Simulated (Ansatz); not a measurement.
**GaSb: pressure series**

The reference is GaSb in the zinc blende structure (space group F-43m, No. 216).

Space group F-43m (No. 216); a = b = c = 6.1324 Å, α = β = γ = 90.00°

```csv
atom,site,symmetry,x,y,z
Ga,4a,-43m,0.0000,0.0000,0.0000
Sb,4d,-43m,0.7500,0.7500,0.7500
```
(The calculation used a cell of 2 atoms; values per cell refer to that cell.)

Cell and atoms are relaxed at each pressure.

The values are results of r2SCAN/PAW in Ansatz (a quantum-chemistry and plane-wave program), spin-orbit coupling left out, not measurements.

| change | electron mass | volume per atom | band gap | width of the top valence band |
|---|---|---|---|---|
| base | 0.023 mₑ (at Γ) | 28.83 Å³ | 0.41 eV | 3.21 eV |
| pressure −2 GPa | – | 30.06 Å³ | 0.10 eV | 3.02 eV |
| pressure −1 GPa | – | 29.41 Å³ | 0.26 eV | 3.12 eV |
| pressure 0.9 GPa | 0.029 mₑ (at Γ) | 28.37 Å³ | 0.53 eV | 3.28 eV |
| pressure 2.1 GPa | 0.036 mₑ (at Γ) | 27.81 Å³ | 0.69 eV | 3.38 eV |
| pressure 4.5 GPa | 1.7 mₑ along k, 0.092 mₑ across (at L) | 26.85 Å³ | 0.85 eV | 3.55 eV |
| pressure 9 GPa | 1.0 mₑ along k, 0.18 mₑ across (off the special points) | 25.42 Å³ | 0.91 eV | 3.84 eV |
| pressure 15 GPa | 0.99 mₑ along k, 0.18 mₑ across (off the special points) | 24.00 Å³ | 0.79 eV | 4.16 eV |
| pressure 22.5 GPa | 0.98 mₑ along k, 0.17 mₑ across (off the special points) | 22.65 Å³ | 0.66 eV | 4.51 eV |
| pressure 30 GPa | 0.98 mₑ along k, 0.17 mₑ across (off the special points) | 21.59 Å³ | 0.54 eV | 4.82 eV |

With Sb present, leaving out spin-orbit coupling can change the band edges. Load acts through the strain it causes; cell and atoms are relaxed under it. Masses are band curvatures over ±0.01 Å⁻¹ around the edge. Along k means along the line from Γ to the band edge. Stability against distortions was not tested. Tetrahedral semiconductors of this kind turn to denser phases somewhere between about 1 and 50 GPa; those were not computed, so compressed cells here can lie past the real transition. The zero or small gap of GaSb under pressure −2 GPa and GaSb under pressure −1 GPa can change with the level of theory.
